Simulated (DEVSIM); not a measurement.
Device: abrupt GaAs n-p junction, at 300 K.

Layer 1 from the left is GaAs, thickness (μm) 2.60, Nd (cm⁻³) 1.8e15, τn (s) 7.9e-9, τp (s) 7.9e-9. Layer 2 from the left is GaAs, thickness (μm) 8.80, Na (cm⁻³) 1.6e17, τn (s) 7.9e-9, τp (s) 7.9e-9.

Left contact: ohmic. Right contact: ohmic. Voltage is applied to the left contact. Recombination: SRH at mid-gap, Auger. Mobility is constant in doping.

The device is made up for the run: typed textbook-type constants, with dimensions and the other settings drawn at random. Values at 300 K.

GaAs: gap (eV) 1.424, affinity (eV) 4.07, permittivity 12.9, Nc (cm⁻³) 4.7e17, Nv (cm⁻³) 9e18, μn (cm²/Vs) 8500, μp (cm²/Vs) 400, Cn (cm⁶/s) 1e-30, Cp (cm⁶/s) 1e-30.

Question: Estimate by hand the built-in potential, the peak field at zero bias, the capacitance at 1.5 V, and compare with a numerical solution.

Answer: 
- Built-in potential: ni = √(Nc Nv) exp(−Eg/2kT) = 2250000 cm⁻³ with Eg = 1.424 eV; Vbi = kT/q ln(Na Nd/ni²) = 1.176 V; numerical 1.176 V.
- Peak field at zero bias: depletion approximation: W = √(2εVbi/(qN)) = 0.971 μm with N = 1.78e15 cm⁻³; field = 2Vbi/W = 24200 V/cm; numerical 28700 V/cm (estimate below by 16 %).
- Capacitance at 1.5 V: C = √(qεN / 2(Vbi + |V|)) = 7.80 nF/cm²; numerical 7.89 nF/cm² (estimate below by 1.1 %).

DEVSIM, 1D drift-diffusion, Boltzmann statistics, complete ionisation; no tunnelling, impact ionisation, image-force lowering or self-heating.
